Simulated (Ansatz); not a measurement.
Response to strain in ZnS

The parent structure is ZnS in the zinc blende structure (space group F-43m, No. 216; a = 5.389 Å). Axes: x, y, z lie along the cube axes.

Strains are applied to the cell and any free atomic positions relax.

The values are results of plane-wave PAW DFT at the r2SCAN level (Ansatz, a program for electronic structure, 500 eV), scalar-relativistic without spin-orbit coupling, not measurements.

Candidates:
(a) uniaxial strain ε_zz = −2.00 %
(b) uniaxial strain ε_zz = −0.50 %
(c) uniaxial strain ε_zz = −3.00 %

Before the change:

```
Property   Result
--------  -------
Band gap  2.70 eV
```

**Question.** Order them by band gap, highest first.

**Answer.** (c) uniaxial strain ε_zz = −3.00 % (2.77 eV), (a) uniaxial strain ε_zz = −2.00 % (2.75 eV), (b) uniaxial strain ε_zz = −0.50 % (2.71 eV)

Stability against distortions was not tested.
